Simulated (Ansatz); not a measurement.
## ZnCu: pressure series

Start from ZnCu in the CsCl type structure (space group Pm-3m, No. 221).

ZnCu is modelled in the cubic space group Pm-3m (No. 221), the CsCl type structure, Pearson symbol cP2. Lattice parameters: a = b = c = 2.9638 Å, α = β = γ = 90.00°. Zn on 1a sees 8 Cu at 2.567 Å and 6 Zn at 2.964 Å. Cu on 1b sees 8 Zn at 2.567 Å and 6 Cu at 2.964 Å. (Neighbours: up to the widest gap in distance over summed covalent radii, below 1.35, at either atom.)

Cell and atoms are relaxed at each pressure.

Computed with Ansatz (a program for electronic structure) PBE, spin-orbit coupling left out.

Notes on the quantities. enthalpy: H = E + PV relative to the base's energy.

```csv
case,enthalpy,shortest interatomic distance
base,–,2.567 Å
pressure −2 GPa,-0.16 eV/atom,2.582 Å
pressure −1 GPa,-0.08 eV/atom,2.574 Å
pressure 3 GPa,+0.24 eV/atom,2.546 Å
pressure 7 GPa,+0.55 eV/atom,2.521 Å
pressure 15 GPa,+1.15 eV/atom,2.481 Å
pressure 30 GPa,+2.22 eV/atom,2.425 Å
pressure 50 GPa,+3.54 eV/atom,2.369 Å
pressure 75 GPa,+5.08 eV/atom,2.318 Å
pressure 100 GPa,+6.54 eV/atom,2.278 Å
```

Load acts through the strain it causes; cell and atoms are relaxed under it. Whether these cells are dynamically stable was not tested. Competing high-pressure phases were not computed. All final runs are without spin polarisation.
